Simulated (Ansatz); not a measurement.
Consider the following.

```
SiC
1.0
    3.04991     0.00000     0.00000
    1.52495     2.64130     0.00000
    0.00000     0.00000    10.09292
Si C
4 4
Direct
  0.00000   0.00000   0.00003
  0.00000   0.00000   0.50003
  0.66667   0.66667   0.74999
  0.33333   0.33333   0.24999
  0.00000   0.00000   0.81311
  0.00000   0.00000   0.31311
  0.66667   0.66667   0.56250
  0.33333   0.33333   0.06250
```

No spin polarisation.

Calculations: Kohn–Sham DFT with the r2SCAN functional, run in Ansatz (a program for electronic structure) with PAW and 500 eV plane waves, no SOC. Settings: 12×12×4 k-points, 0.05 eV Fermi–Dirac smearing.

Q: Estimate the gap character.

A: Indirect, Γ → M.

Q: What electron mass does the calculation give?

A: 0.51 mₑ along k, 0.29 mₑ across (at M).

Q: Predict the mean in-plane stress (compression positive).

A: +5.9 GPa.

The cells carry an imposed strain or load. Masses are band curvatures over ±0.01 Å⁻¹ around the edge. Along k means along the line from Γ to the band edge. Whether these cells are dynamically stable was not tested. The cell was made from SiC (space group P6_3mc, No. 186) by this change: biaxial strain −0.90 %, plane normal [001], relaxed out of plane.
